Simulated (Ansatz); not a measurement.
Data:

```yaml
crystal:
  lattice:
    - [0.00000, 2.38350, 2.38350]
    - [2.38350, 0.00000, 2.38350]
    - [2.38350, 2.38350, 0.00000]
  atoms:
    - { symbol: O, position: [0.00000, 0.00000, 0.00000] }
    - { symbol: Ca, position: [0.50000, 0.50000, 0.50000] }
```

No spin polarisation.

Computed with plane-wave PAW DFT at the PBEsol level (Ansatz, a first-principles code, 420 eV), scalar-relativistic without spin-orbit coupling. k-mesh 12×12×12 (Γ-centred); smearing 0.05 eV (Fermi–Dirac).

Predict the band gap, space group and gap character.

Band gap: 3.54 eV
Space group: Fm-3m (No. 225)
Gap character: indirect, Γ → X

Whether these cells are dynamically stable was not tested. The cell was made from MgO by this change: Mg → Ca.
